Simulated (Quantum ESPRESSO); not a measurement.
Input and output of a self-consistent single point for LaMg14Sb (Amm2, 16 atoms in the cell) (Quantum ESPRESSO).

Method of the run: LDA (PZ), GBRV 1.5 ultrasoft (LDA) pseudopotentials (plane waves; Quantum ESPRESSO).

```xyz
16
Lattice="10.4886 0.0000 0.0000 0.0000 3.2351 5.7225 0.0000 -3.2351 5.7225" Properties=species:S:1:pos:R:3 pbc="T T T"
La     5.2443     0.0000     1.9103
Mg     0.0000     0.0000     1.9124
Mg     0.0000     0.0000     7.6412
Mg     5.2443    -1.5912     4.7749
Mg     5.2443     1.5912     4.7749
Mg     0.0000    -1.6242     4.7691
Mg     0.0000     1.6242     4.7691
Mg     2.5266    -1.6023     6.6528
Mg     7.9620     1.6023     6.6528
Mg     7.9620    -1.6023     6.6528
Mg     2.5266     1.6023     6.6528
Mg     2.5448     0.0000     3.8474
Mg     7.9437     0.0000     3.8474
Mg     2.6342     0.0000     9.5506
Mg     7.8544     0.0000     9.5506
Sb     5.2443     0.0000     7.6005
```

Reference input (self-consistent single point, DFT, LDA (PZ), plane waves, GBRV 1.5 ultrasoft (LDA) pseudopotentials): ecutwfc = 40 Ry; ecutrho = 200 Ry; occupations = smearing; smearing = gaussian; degauss = 0.019992 Ry; potentials = {La: la_lda_v1.uspp.F.UPF, Mg: mg_lda_v1.4.uspp.F.UPF, Sb: sb_lda_v1.4.uspp.F.UPF}; K_POINTS = automatic 2 4 4 0 0 0; conv_thr = 1e-10 Ry. This run's input differs from it in these lines:

```diff
@@ -13,4 +13,4 @@
   ntyp = 3
-  ecutwfc = 40
-  ecutrho = 200
+  ecutwfc = 24
+  ecutrho = 120
   occupations = 'smearing'
```

Log, with long lists cut:

```
     Self-consistent Calculation

     iteration #  1     ecut=    24.00 Ry     beta= 0.70

---- Real-time Memory Report at c_bands before calling an iterative solver
           559 MiB given to the printing process from OS
           197 MiB allocation reported by mallinfo(arena+hblkhd)
------------------

     total energy              =   -2029.80169870 Ry
     estimated scf accuracy    <       9.64775637 Ry

     iteration #  2     ecut=    24.00 Ry     beta= 0.70

---- Real-time Memory Report at c_bands before calling an iterative solver
           720 MiB given to the printing process from OS
   [... lines left out ...]
           742 MiB given to the printing process from OS
           246 MiB allocation reported by mallinfo(arena+hblkhd)
------------------

     negative rho (up, down):  6.262E-02 0.000E+00

     total energy              =   -2035.81819093 Ry
     estimated scf accuracy    <          5.1E-10 Ry

     iteration # 15     ecut=    24.00 Ry     beta= 0.70

---- Real-time Memory Report at c_bands before calling an iterative solver
           742 MiB given to the printing process from OS
           246 MiB allocation reported by mallinfo(arena+hblkhd)
------------------

     negative rho (up, down):  6.262E-02 0.000E+00
     End of self-consistent calculation

     the Fermi energy is     6.0843 ev

!    total energy              =   -2035.81819093 Ry
     estimated scf accuracy    <          6.5E-12 Ry
     smearing contrib. (-TS)   =      -0.02039546 Ry
     internal energy E=F+TS    =   -2035.79779547 Ry

     convergence has been achieved in  15 iterations

     negative rho (up, down):  6.262E-02 0.000E+00

     Forces acting on atoms (cartesian axes, Ry/au):

     atom    1 type  1   force =     0.00000000    0.00000000   -0.00096167
     atom    2 type  2   force =     0.00000000    0.00000000    0.00085233
     atom    3 type  2   force =     0.00000000    0.00000000    0.00172471
     atom    4 type  2   force =     0.00000000    0.00249521    0.00108743
     atom    5 type  2   force =     0.00000000   -0.00249521    0.00108743
   [... lines left out ...]
     Total force =     0.007835     Total SCF correction =     0.000011
   [... lines left out ...]

     negative rho (up, down):  6.262E-02 0.000E+00
          total   stress  (Ry/bohr**3)                   (kbar)     P=     -654.19
  -0.00446305   0.00000000   0.00000000         -656.54        0.00        0.00
   0.00000000  -0.00445413   0.00000000            0.00     -655.23        0.00
   0.00000000  -0.00000000  -0.00442408            0.00       -0.00     -650.80

   JOB DONE.
```

The run converged in 15 iterations. Against the reference run the free energy goes up by 1.63 eV/atom, the pressure goes from -2.23 to -65.42 GPa and the largest force stays at 0.070 eV/Å.

The starting cell comes from a database of computed structures (which also holds hypothetical and non-ambient phases and stackings), without a prior relaxation at this level. At the lowered cutoff the pressure carries the error of an incomplete plane-wave basis.

Cost on one core of a shared machine: roughly 6 min.
